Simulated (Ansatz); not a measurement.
Data:

End structure of a constructed model of the (100) surface of fcc Ir, a pseudomorphic layer of Au in the host's stacking (bottom of the slab: a bare face, its two planes held):

```yaml
crystal:
  lattice:
    - [2.73720, 0.00000, 0.00000]
    - [0.00000, 2.73720, 0.00000]
    - [0.00000, 0.00000, 28.00000]
  atoms:
    - { symbol: Ir, position: [0.50000, 0.50000, 0.28886] }
    - { symbol: Ir, position: [0.00000, 0.00000, 0.35799] }
    - { symbol: Ir, position: [0.50000, 0.50000, 0.42671] }
    - { symbol: Ir, position: [0.00000, 0.00000, 0.49639] }
    - { symbol: Ir, position: [0.50000, 0.50000, 0.56596] }
    - { symbol: Ir, position: [0.00000, 0.00000, 0.63210] }
    - { symbol: Au, position: [0.50000, 0.50000, 0.70935] }
```

Model: 7-atom slab, 11.8 Å thick at the start, 14x14x1 mesh, Fermi-Dirac 0.1 eV, dipole correction, single point; on the structure that PBE left under its start's symmetry; no spin, no spin-orbit, no U. It is one candidate, not shown to be the stable structure of the face.

What is the computed work function of the top face (r2SCAN, at the PBE geometry run with Ansatz, a quantum-chemistry and plane-wave program)?

5.23 eV
